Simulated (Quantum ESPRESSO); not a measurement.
# σyy against uniaxial strain in CsCl-type AuZn (space group 221): C12 (Quantum ESPRESSO, LDA)

```
CELL_PARAMETERS angstrom
      3.04806     0.00000     0.00000
      0.00000     3.09448     0.00000
      0.00000     0.00000     3.09448
ATOMIC_POSITIONS crystal
  Zn 0.50000 0.50000 0.50000
  Au 0.00000 0.00000 0.00000
```

Method of the run: LDA (PZ), GBRV 1.5 ultrasoft (LDA) pseudopotentials (plane waves; Quantum ESPRESSO). Settings: ecutwfc = 65 Ry; ecutrho = 520 Ry; occupations = smearing; smearing = fd; degauss = 0.0036749 Ry; potentials = {Zn: zn_lda_v1.uspp.F.UPF, Au: au_lda_v1.uspp.F.UPF}; K_POINTS = automatic 22 22 22 0 0 0; conv_thr = 1e-10 Ry; mixing_beta = 0.3. The cell above is the first row's. The rows stretch one cube axis (x) by the strain ε and hold the other two. Stress is positive in tension. In all rows fractional positions and the k mesh are held.

| ε (%) | σyy (GPa) |
|---|---|
| -1.5 | ? |
| -1.0 | -1.42 |
| -0.5 | -0.61 |
| 0.0 | 0.18 |
| 0.5 | 0.94 |
| 1.0 | 1.69 |
| 1.5 | 2.42 |
| 2.0 | 3.13 |

The 7 complete rows are fitted with a parabola, σyy against ε. Least squares gives σyy = 0.176 + 1.5548·ε - 0.0390·ε². Residuals (row less fit): -0.002, 0.001, 0.004, -0.004, -0.002, 0.000, 0.000; standard error 0.003 (degrees of freedom: 4). The slope at ε = 0, 1.5548 GPa per cent, gives C12 ≈ 100 × 1.5548 = 155 GPa, for the static lattice.

**Question.** Estimate the missing σyy (ε = -1.5); what did the run itself give?

**Answer.** σyy = 0.176 + 1.5548 × (-1.5) - 0.0390 × (-1.5)² = -2.244 GPa. The calculation gives -2.26 GPa, 0.016 GPa below the prediction (0.3 % of the range of σyy in the table). The row lies outside the fitted rows, so this is an extrapolation. From the scatter of the fitted rows alone, a prediction at this place has a standard error of 0.006 GPa, so the miss is 2.8 times that.

Carrying the step between the two nearest rows on in a straight line would have given -2.23, off by 0.03; series whose last step already gives the withheld value aren't shown. The reference cell has the volume at which an earlier scan in this program and functional put its minimum by a fit. The runs keep the symmetry of the cell, so they don't test it for distortions. The unstrained cell stands at a pressure of -0.18 GPa, and the constants belong to that pressure. By symmetry this strain leaves no force on the atoms; the largest in the rows is 0.000 eV/Å. Spin-orbit coupling is off. Without a gap such slopes are sensitive to mesh and smearing. Cutoffs and mesh are single choices, not tested for convergence of this quantity. Series with a scatter that would blur these digits, or in which a gap closes, are not shown. Strain series were run only where this level's volume lies within 10 % of a first guess from the measured size.
